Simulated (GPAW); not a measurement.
# Worked example: self-consistent single point of Nb2SiNi3 (P6_3/mmc, 12 atoms in the cell) in GPAW

Method: PBEsol, real-space grid, GPAW PAW datasets PBEsol (made by gpaw-setup) (GPAW).

Input:

```python
from ase import Atoms
from gpaw import GPAW

atoms = Atoms(['Nb', 'Nb', 'Nb', 'Nb', 'Si', 'Si', 'Ni', 'Ni', 'Ni', 'Ni', 'Ni', 'Ni'],
              cell=[[4.871800, 0.000000, 0.000000],
                    [-2.435900, 4.219103, 0.000000],
                    [0.000000, 0.000000, 7.705300]],
              scaled_positions=[[0.666667, 0.333333, 0.939930],
                                [0.333333, 0.666667, 0.060070],
                                [0.333333, 0.666667, 0.439930],
                                [0.666667, 0.333333, 0.560070],
                                [0.000000, 0.000000, 0.000000],
                                [0.000000, 0.000000, 0.500000],
                                [0.168875, 0.337750, 0.750000],
                                [0.831125, 0.662250, 0.250000],
                                [0.831125, 0.168875, 0.250000],
                                [0.168875, 0.831125, 0.750000],
                                [0.662250, 0.831125, 0.750000],
                                [0.337750, 0.168875, 0.250000]],
              pbc=True)

calc = GPAW(mode='fd',
            h=0.2,
            xc='PBEsol',
            kpts=(5, 5, 3),
            occupations={'name': 'methfessel-paxton', 'width': 0.136, 'order': 1},
            nbands=-20,
            convergence={'forces': 0.001},
            symmetry={'symmorphic': False, 'tolerance': 0.0005},
            maxiter=100)

atoms.calc = calc

energy = atoms.get_potential_energy()
print('Energy (eV):', round(energy, 6))
forces = atoms.get_forces()
print('Forces (eV/Ang):')
print(forces.round(5))
```

The program printed (abridged):

```
Input parameters:
  convergence: {forces: 0.001}
  h: 0.2
  kpts: [5 5 3]
  maxiter: 100
  mode: fd
  nbands: -20
  occupations: {name: methfessel-paxton,
                order: 1,
                width: 0.136}
  symmetry: {symmorphic: False,
             tolerance: 0.0005}
  xc: PBEsol

species:
  Nb:
    name: Niobium
    Z: 41.0
    valence: 13
    core: 28
    charge: 0.0
    file: Nb.PBEsol.gz

    # Using partial waves for Nb as LCAO basis

  Si:
    name: Silicon
    Z: 14.0
    valence: 4
    core: 10
    charge: 0.0
    file: Si.PBEsol.gz

    # Using partial waves for Si as LCAO basis

  Ni:
    name: Nickel
    Z: 28.0
    valence: 16
    core: 12
    charge: 0.0
    file: Ni.PBEsol.gz

    # Using partial waves for Ni as LCAO basis

Reference energy: -679133.374394  # eV

Spin-paired calculation

Convergence criteria:
 Maximum [total energy] change in last 3 cyles: 0.0005 eV / valence electron
 Maximum integral of absolute [dens]ity change: 0.0001 electrons / valence electron
 Maximum integral of absolute [eigenst]ate change: 4e-08 eV^2 / valence electron
 Maximum change in the atomic [forces] across last 2 cycles: 0.001 eV/Ang OR
Maximum error relative to the maximum force is below inf
 Maximum number of scf [iter]ations: 100

Symmetries present (total): 24
Symmetries with fractional translations: 12
75 k-points: 5 x 5 x 3 Monkhorst-Pack grid
10 k-points in the irreducible part of the Brillouin zone
       k-points in crystal coordinates                weights
   0:     0.00000000    0.00000000    0.00000000          1/75
   1:     0.00000000    0.00000000    0.33333333          2/75
   2:     0.20000000    0.00000000    0.00000000          6/75
   3:     0.20000000    0.00000000    0.33333333         12/75
   4:     0.40000000   -0.20000000    0.00000000          6/75
   5:     0.40000000   -0.20000000    0.33333333         12/75
   6:     0.40000000    0.00000000    0.00000000          6/75
   7:     0.40000000    0.00000000    0.33333333         12/75
   8:     0.40000000    0.40000000    0.00000000          6/75
   9:     0.40000000    0.40000000    0.33333333         12/75

Wave functions: Uniform real-space grid
  Kinetic energy operator: 8*3+1=25 point O(h^6) finite-difference Laplacian

Occupation numbers: Methfessel-Paxton:
  width: 0.1360  # eV
  order: 1

Eigensolver

Densities:
  Coarse grid: 20*20*40 grid
  Fine grid: 40*40*80 grid
  Total Charge: 0.000000

Density mixing:
  Method: separate
  Backend: pulay
  Linear mixing parameter: 0.05
  old densities: 5
  Damping of long wavelength oscillations: 50

Hamiltonian:
  XC and Coulomb potentials evaluated on a 40*40*80 grid
  Interpolation: tri-quintic (5. degree polynomial)
  Poisson solver: FastPoissonSolver using
    Stencil: 8*3+1=25 point O(h^6) finite-difference Laplacian
    FFT axes: [np.int64(0), np.int64(1), np.int64(2)]
    FST axes: []

XC parameters: PBEsol with 2 nearest neighbor stencil

Number of atoms: 12
Number of atomic orbitals: 132
Number of bands in calculation: 98
Number of valence electrons: 156
Bands to converge: occupied

Density initialized from atomic densities
  98 bands from LCAO basis set

Atomic positions and initial magnetic moments

Positions:
   0 Nb     2.435902    1.406366    7.242443    ( 0.0000,  0.0000,  0.0000)
   1 Nb    -0.000002    2.812737    0.462857    ( 0.0000,  0.0000,  0.0000)
   2 Nb    -0.000002    2.812737    3.389793    ( 0.0000,  0.0000,  0.0000)
   3 Nb     2.435902    1.406366    4.315507    ( 0.0000,  0.0000,  0.0000)
   4 Si     0.000000    0.000000    0.000000    ( 0.0000,  0.0000,  0.0000)
   5 Si     0.000000    0.000000    3.852650    ( 0.0000,  0.0000,  0.0000)
   6 Ni    -0.000000    1.425002    5.778975    ( 0.0000,  0.0000,  0.0000)
   7 Ni     2.435900    2.794101    1.926325    ( 0.0000,  0.0000,  0.0000)
   8 Ni     3.637712    0.712501    1.926325    ( 0.0000,  0.0000,  0.0000)
   9 Ni    -1.201812    3.506602    5.778975    ( 0.0000,  0.0000,  0.0000)
  10 Ni     1.201812    3.506602    5.778975    ( 0.0000,  0.0000,  0.0000)
  11 Ni     1.234088    0.712501    1.926325    ( 0.0000,  0.0000,  0.0000)

Unit cell:
           periodic     x           y           z      points  spacing
  1. axis:    yes    4.871800    0.000000    0.000000    20     0.2110
  2. axis:    yes   -2.435900    4.219103    0.000000    20     0.2110
  3. axis:    yes    0.000000    0.000000    7.705300    40     0.1926

  Lengths:   4.871800   4.871800   7.705300
  Angles:   90.000000  90.000000 119.999997

Effective grid spacing dv^(1/3) = 0.2147

     iter     time        total  log10-change:
                         energy   eigst   dens  force
iter:   1 --:--:--  -123.730078
iter:   2 --:--:--  -115.869534   +0.03  -1.27
iter:   3 --:--:--  -113.050044   -0.20  -1.33
iter:   4 --:--:--  -127.119701   -0.29  -1.40
iter:   5 --:--:--  -118.988749   -0.69  -1.34
iter:   6 --:--:--  -111.735562   -0.84  -1.46
iter:   7 --:--:--  -110.852683   -1.15  -1.68
iter:   8 --:--:--  -121.448607   -0.88  -1.76
iter:   9 --:--:--  -110.330052   -0.64  -1.45
iter:  10 --:--:--  -110.295202   -1.54  -2.07
iter:  11 --:--:--  -111.881130   -0.98  -2.15
iter:  12 --:--:--  -110.256146   -1.67  -1.73
iter:  13 --:--:--  -110.262034   -2.18  -2.35
iter:  14 --:--:--  -110.255294c  -2.74  -2.63
iter:  15 --:--:--  -110.255315c  -3.67  -2.88
iter:  16 --:--:--  -110.253632c  -3.34  -2.92
iter:  17 --:--:--  -110.251989c  -4.18  -3.11
iter:  18 --:--:--  -110.251476c  -4.19  -3.16
iter:  19 --:--:--  -110.251559c  -4.44  -3.46
iter:  20 --:--:--  -110.251491c  -5.53  -3.58
iter:  21 --:--:--  -110.251269c  -4.94  -3.63
iter:  22 --:--:--  -110.251286c  -5.69  -4.02c
iter:  23 --:--:--  -110.251289c  -6.58  -4.21c
iter:  24 --:--:--  -110.251300c  -6.50  -4.23c
iter:  25 --:--:--  -110.251300c  -6.62  -4.40c
iter:  26 --:--:--  -110.251298c  -7.20  -4.53c
iter:  27 --:--:--  -110.251298c  -7.88c -4.65c
iter:  28 --:--:--  -110.251298c  -6.76  -4.63c
iter:  29 --:--:--  -110.251298c  -7.71c -4.94c -3.01c

Converged after 29 iterations.

Dipole moment: (-0.202871, -0.351383, -1.344283) |e|*Ang

Energy contributions relative to reference atoms: (reference = -679133.374394)

Kinetic:         +4.464602
Potential:      -16.890660
External:        +0.000000
XC:             -98.306902
Entropy (-ST):   +0.011455
Local:           +0.474025
SIC:             +0.000000
--------------------------
Free energy:   -110.247480
Extrapolated:  -110.251298

Showing only first 2 kpts
 Kpt  Band  Eigenvalues  Occupancy
  0    76     10.23119    2.00584
  0    77     10.23151    2.00589
  0    78     10.62066    0.17504
  0    79     10.62122    0.17123

  1    76     10.23127    2.00585
  1    77     10.23143    2.00588
  1    78     10.72023   -0.06867
  1    79     10.72048   -0.06859

Fermi level: 10.54130

No gap
No difference between direct/indirect transitions
Energy (eV): -110.251298

Forces in eV/Ang:
  0 Nb   -0.00000    0.00000    0.16268
  1 Nb   -0.00000   -0.00000   -0.16268
  2 Nb   -0.00000   -0.00000    0.16268
  3 Nb    0.00000    0.00000   -0.16268
  4 Si    0.00000    0.00000    0.00000
  5 Si    0.00000    0.00000    0.00000
  6 Ni    0.00000    0.11139    0.00000
  7 Ni   -0.00000   -0.11139    0.00000
  8 Ni   -0.09647    0.05569    0.00000
  9 Ni    0.09647   -0.05569   -0.00000
 10 Ni   -0.09647   -0.05569   -0.00000
 11 Ni    0.09647    0.05569   -0.00000
```

The run converged in 29 iterations.

The starting cell comes from a database of computed structures (which also holds hypothetical and non-ambient phases and stackings), without a prior relaxation at this level. Spin polarisation is off.

Cost on one core of a shared machine: roughly 20 min.
